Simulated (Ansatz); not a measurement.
For CaWO₄ (I4₁/a, No. 88), LDA (plane waves, PAW; Ansatz, a first-principles code) gives:

```
Item                                     Value
------------------------------  --------------
equilibrium lattice constant a         5.152 Å
c axis length                         11.013 Å
enthalpy of formation           -2.964 eV/atom
```

Problem. What does r²SCAN (Ansatz, plane waves, PAW) give for the same quantities?

Solution. 
- lattice constant a: 5.243 Å (goes up by 1.8 %)
- lattice parameter c: 11.342 Å (increases by 3.0 %)
- formation enthalpy: -2.876 eV/atom (moves by +0.088 eV/atom)

Changes are worked out from the printed values.

Unless a cell is named, each level is at its own relaxed cell (LDA 12.18, r²SCAN 12.99 Å³/atom).

Levels without +SOC leave out spin–orbit coupling, which shifts energies and cells of such heavy elements.

Ansatz's density-functional and Hartree–Fock values are scalar-relativistic unless marked +SOC, with PAW data made under PBE.
